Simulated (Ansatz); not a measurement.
Consider TlBr in the CsCl type structure (space group Pm-3m, No. 221).

```xyz
2
Lattice="3.9145 0.0000 0.0000 0.0000 3.9145 0.0000 0.0000 0.0000 3.9145" Properties=species:S:1:pos:R:3 pbc="T T T"
Tl     0.0000     0.0000     0.0000
Br     1.9573     1.9573     1.9573
```

Cartesian axes are those of the cell as printed.

Level of theory: Ansatz (a first-principles code), PBEsol, PAW, cutoff 420 eV, spin-orbit coupling left out.

For the base:

The pressure comes out as 0.0 kbar. The valley order comes out as X along ⟨100⟩ 1.59 eV; R along ⟨111⟩ 1.81 eV.

Now apply this change: biaxial strain +0.42 %, plane normal [111], relaxed out of plane (Cartesian); in-plane vectors clamped, the third vector and the atoms free.

Problem. What does the calculation give for the pressure after the change?

Solution. The pressure (mean of the normal stresses, compression positive) goes from zero to -1.1 kbar.

Problem. Estimate the effect on the valley order.

Solution. The valley order (the lowest conduction-band minima on the path, energy above the VBM, named in the base's zone) goes from X along ⟨100⟩ 1.59 eV; R along ⟨111⟩ 1.81 eV to X along [100] 1.60 eV; R along [111] 1.81 eV.

With Tl present, leaving out spin-orbit coupling can change the band edges. The levels and masses belong to the bands next to the band gap. Stability against distortions was not tested.
